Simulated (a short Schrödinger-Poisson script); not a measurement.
## MOS inversion layer, Si3N4 on p-type Si(100)

System: MOS inversion layer, Si3N4 on p-type Si(100), at 300 K.

```
layer  material  thickness (nm)  Na (cm⁻³)
-----  --------  --------------  ---------
1         Si3N4             1.7          -
2            Si             240     3.3e18
```

The device is made up for the run: typed textbook-type constants, with dimensions and the other settings drawn at random. Si3N4: permittivity 7.5, conduction-band edge (eV) 1.95, gap (eV) 5.1, electron mass (mₑ) 0.5. Si: permittivity 11.7, conduction-band edge (eV) 0, gap (eV) 1.124, Nv at 300 K (cm⁻³) 3.1e19.

Channel valleys (confinement mass, in-plane density-of-states mass, number): Δ2 0.916, 0.19, 2; Δ4 0.19, 0.417, 4. At the gate the conduction-band edge of layer 1 lies 2.42 eV − eVg above the Fermi level of the channel; the field vanishes at the back. Gaps are held at their typed values at every temperature. Mesh 0.03 nm at interfaces.

Solved with a short Schrödinger-Poisson script written for these runs: 1D Poisson equation in equilibrium, electrons quantum, Hartree (BenDaniel-Duke, 12 states a valley, the channel's in-plane mass for all, wave functions ending at the dielectric), parabolic valleys, classical holes, full ionisation, no traps, pinning or gate leakage.

```
Vg (V)  electrons (cm⁻²)  C (μF/cm²)  Δ2 E0 (meV)  Δ2 E1 (meV)  Δ4 E0 (meV)  Δ4 E1 (meV)
------  ----------------  ----------  -----------  -----------  -----------  -----------
0.5               2.32e6       0.501        374.1        487.9        479.1        658.9
0.55              1.11e7       0.490        333.4        449.5        440.5        624.6
0.6               5.40e7       0.480        292.4        410.8        401.7        589.7
0.65              2.64e8       0.471        251.3        371.8        362.5        554.5
0.7               1.30e9       0.467        210.0        332.6        323.1        518.9
0.75              6.38e9       0.480        168.6        293.4        283.7        483.2
0.8              3.05e10       0.571        128.0        254.7        244.9        447.9
0.85             1.28e11       0.893         90.5        219.2        209.3        415.4
0.9              3.96e11        1.44         60.5        191.2        181.3        389.9
0.95             8.57e11        1.89         39.1        171.8        162.0        372.6
1                1.45e12        2.17         23.6        158.3        148.7        360.7
1.05             2.13e12        2.33         11.5        148.2        138.9        352.1
1.1              2.85e12        2.44          1.6        140.3        131.2        345.4
1.15             3.61e12        2.52         -7.1        133.6        124.8        339.9
1.2              4.39e12        2.58        -14.8        127.9        119.3        335.3
1.25             5.19e12        2.62        -21.9        122.7        114.5        331.2
1.3              6.00e12        2.65        -28.5        118.1        110.0        327.5
1.35             6.83e12        2.68        -34.8        113.7        105.9        324.2
1.4              7.66e12        2.71        -40.9        109.7        102.1        321.1
1.45             8.50e12        2.73        -46.7        105.8         98.5        318.1
```

Gate voltages with under 1e6 electrons/cm² are left out.

Subbands count from the Fermi level.
